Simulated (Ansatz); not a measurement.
**Sensitivity of a calculation on BiPbBrO₂ (I4mm, 5 atoms in the cell) to its settings**

```yaml
crystal:
  lattice:
    - [-1.99853, 1.99853, 6.57547]
    - [1.99853, -1.99853, 6.57547]
    - [1.99853, 1.99853, -6.57547]
  atoms:
    - { symbol: Bi, position: [0.34043, 0.34043, 0.00000] }
    - { symbol: Pb, position: [0.65217, 0.65217, 0.00000] }
    - { symbol: Br, position: [0.99405, 0.99405, 0.00000] }
    - { symbol: O, position: [0.75667, 0.25667, 0.50000] }
    - { symbol: O, position: [0.25667, 0.75667, 0.50000] }
```

Base run A: Ansatz (an electronic-structure program) with HSE06, default PAW files made with PBE, self-consistent single point.

Its settings: basis.ecutwfc = 420 eV; kpoints.mp_grid.grid = 4 4 4; hamiltonian.xc = hse06; hamiltonian.pseudopotentials = {kind: paw} (the program's default PAW files); scf.occupations.method = fixed.

The starting cell comes from a database of computed structures (which also holds hypothetical and non-ambient phases and stackings), without a prior relaxation at this level. Its lattice was rescaled by a random factor within 2.5 % of one. Spin-orbit coupling is off. Ansatz's pressure includes its estimate of the finite-basis (Pulay) stress. Another mesh or the band path of this cell gives a smaller gap, so this value is not converged in the mesh.

ΔF is the free energy per atom less that of run A. A dash stands where there is no value to compare (another energy zero or no entropy term, no result, no spin, no clean gap, or a mesh too coarse for one). Absolute energies have different zeros for different potentials, functionals, Hubbard and dispersion terms and are not compared across them.

Runs D sample the zone with one or two k-points, far too few for so small a cell.

Run A gave: pressure (GPa) -2.40; largest force (eV/Å) 0.746; gap on the mesh (eV) 2.772; k-points 13.

Runs:
- B: hamiltonian.xc: hse06 → pbesol [PBEsol]
- C: hamiltonian.xc: hse06 → pbe0 [PBE0]
- D: kpoints.mp_grid.grid: 4 4 4 → 1 1 1; kpoints.mp_grid.shift: default → 0.5 0.5 0.5
- E: scf.convergence.dr2_threshold: default (1e-07 eV) → 0.001 eV
- F: scf.mixing.preconditioner: default (the program chose none) → kerker; scf.mixing.q_tf: default → 0.2
- G: scf.mixing.algorithm: default (the program chose MSR1) → broyden; scf.mixing.beta: default → 1

Q: What does run D change against A?

A: The free energy rises by 959 meV/atom, the pressure goes from -2.40 to 9.87 GPa, the largest force goes from 0.746 to 2.145 eV/Å and the gap on the mesh goes from 2.772 to 3.503 eV.

Q: What does run B change against A?

A: The pressure goes from -2.40 to -2.92 GPa, the largest force goes from 0.746 to 0.346 eV/Å and the gap on the mesh goes from 2.772 to 1.807 eV.

Q: What does run C change against A?

A: The pressure hardly changes (-2.40 to -2.48 GPa), the largest force hardly changes (0.746 to 0.749 eV/Å) and the gap on the mesh goes from 2.772 to 3.442 eV.

```
run  ΔF (meV/atom)  pressure (GPa)  largest force (eV/Å)  gap on the mesh (eV)  k-points
---  -------------  --------------  --------------------  --------------------  --------
A             0.00           -2.40                 0.746                 2.772        13
B                –           -2.92                 0.346                 1.807        13
C                –           -2.48                 0.749                 3.442        13
D            959.0            9.87                 2.145                 3.503         1
E             0.00           -2.40                 0.746                 2.772        13
F             0.00           -2.40                 0.746                 2.772        13
G             0.00           -2.40                 0.746                 2.772        13
```

Keys are those of Ansatz 0.2.
